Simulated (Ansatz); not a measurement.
# NbN: pressure series

The parent structure is NbN (space group P6_3/mmc, No. 194).

```xyz
8
Lattice="2.9634 0.0000 0.0000 -1.4817 2.5664 0.0000 0.0000 0.0000 11.1551" Properties=species:S:1:pos:R:3 pbc="T T T"
Nb     1.4817     0.8555     9.7964
Nb     0.0000     1.7109     1.3587
Nb     0.0000     1.7109     4.2189
Nb     1.4817     0.8555     6.9362
N      0.0000     0.0000     0.0000
N      0.0000     0.0000     5.5776
N      1.4817     0.8555     2.7888
N      0.0000     1.7109     8.3663
```

Cell and atoms are relaxed at each pressure.

All numbers come from PBEsol, PAW, 420 eV (Ansatz, a quantum-chemistry and plane-wave program; scalar-relativistic without spin-orbit coupling).

Notes on the quantities. enthalpy: H = E + PV relative to the base's energy.

| case | lattice parameter a | c/a ratio | enthalpy |
|---|---|---|---|
| base | 2.963 Å | 3.764 | – |
| pressure −1 GPa | 2.967 Å | 3.761 | -0.07 eV/atom |
| pressure 0.3 GPa | 2.962 Å | 3.765 | +0.02 eV/atom |
| pressure 0.7 GPa | 2.961 Å | 3.767 | +0.05 eV/atom |
| pressure 1.5 GPa | 2.958 Å | 3.769 | +0.10 eV/atom |
| pressure 3 GPa | ? | ? | +0.20 eV/atom |
| pressure 5 GPa | 2.944 Å | 3.781 | +0.33 eV/atom |
| pressure 7.5 GPa | 2.936 Å | 3.788 | +0.49 eV/atom |
| pressure 10 GPa | 2.927 Å | 3.794 | +0.65 eV/atom |

What belongs in the blanks?


- pressure 3 GPa, lattice parameter a: 2.952 Å
- pressure 3 GPa, c/a ratio: 3.775

Load acts through the strain it causes; cell and atoms are relaxed under it. No phonon test of stability was made. No other phases were tried under pressure. The final runs are not spin-polarised.
